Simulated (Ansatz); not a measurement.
Consider interstitial Cu in amorphous Si27O54 (a melt-quenched model of 81 atoms), charge state +1. The step: Cu moves alone to another site; the atom moves 1.54 Å along (0.08, 0.04, -0.12) of the unit cell; the moving atom starts with neighbours O at 1.89, O at 1.90 Å and ends with O at 2.02, O at 2.07 Å. DFT values are from Ansatz (plane-wave PAW, 420 eV unless said) in a cell of 81 host sites, spin-restricted, static, with no finite-size correction. The charge state is imposed; whether it is stable for some Fermi level was not computed. Sites that were not tried may lie lower. The start lies 0.52 eV above the lowest site run (PBE). For the PBE band: the saddle point's order was not checked.

```
Level                                                              Forward barrier (eV)  Cost of the band or of the saddle's single point
-----------------------------------------------------------------  --------------------  ------------------------------------------------
CHGNet universal potential (has no charge state), its own band                     0.15                                                 -
PBE, the Γ point alone, band relaxed                                               0.18                      very roughly 13 core-minutes
PBE, a 2×2×2 k-point mesh shifted by half a step, same geometries                  0.18                     around 4 core-minutes (rough)
r2SCAN at 500 eV, the Γ point alone, same geometries                                  ?                    around 90 core-seconds (rough)
```

Problem. Fill in the missing entries.

Solution. 
- r2SCAN at 500 eV, the Γ point alone, same geometries, Forward barrier (eV): 0.27

Ansatz is an electronic-structure program.
